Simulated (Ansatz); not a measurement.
Take BP in the zinc blende structure (space group F-43m, No. 216; a = 4.537 Å) as the base.

The values are results of r2SCAN (Ansatz, a quantum-chemistry and plane-wave program, PAW, spin-orbit coupling left out), not measurements.

Before the change:

| Quantity | Result |
|---|---|
| Band gap | 1.41 eV |
| Hole mass | 0.24, 0.24, 0.32 mₑ (at Γ) |
| Smallest direct gap | 3.60 eV |

Modification: an isotropic linear strain of −1.50 %; the atoms relax in the strained cell.

**Question.** Estimate the effect on the band gap.

**Answer.** The band gap drops by 0.07 eV to 1.34 eV.

**Question.** What does the calculation give for the hole mass after the change?

**Answer.** The hole mass (degenerate bands, along [100]) becomes 0.24, 0.24, 0.34 mₑ (at Γ) (base: 0.24, 0.24, 0.32 mₑ (at Γ)).

**Question.** What does the calculation give for the smallest direct gap after the change?

**Answer.** The smallest direct gap rises by 0.07 eV (3.60 eV → 3.67 eV).

**Question.** Predict the new energy relative to the base.

**Answer.** The energy rises by 13 meV/atom.

Masses are band curvatures over ±0.01 Å⁻¹ around the edge. No phonon test of stability was made.
